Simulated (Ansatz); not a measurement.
The starting structures come from a database of crystals and need not be the phases stable at ambient conditions.

 Where the default PAW files enter, the runs use the earlier of Ansatz's two default sets.

By PBEsol, the system below comes out a metal.

Input:

```
Pd2Ge
1.0
    3.49794     0.00000     0.00000
    0.00000     6.69314     0.00000
    0.00000    -3.34657     5.79643
Ge Pd
3 6
Cartesian
  0.00000   0.00000   3.86429
  0.00000   3.34657   1.93214
  1.74897   0.00000   0.00000
  1.74897  -2.02928   3.51481
  1.74897   1.31729   2.28162
  1.74897   4.05855   0.00000
  0.00000   1.78442   0.00000
  0.00000  -0.89221   1.54536
  0.00000   2.45436   4.25107
```

Space group of this cell: P-62m. The cell is taken as given; by PBEsol its mean pressure is -4.0 GPa.

The current flows along the normal of the first two printed cell vectors, the (100) plane of the conventional cell. No spin-orbit coupling; the value is a mean over 0.1 eV about the Fermi level.

Task: Estimate the ballistic conductance per area that PBEsol (Ansatz, a program for electronic structure) returns for this system.

Result: 0.38 × 10¹⁵ S/m² for both spins.
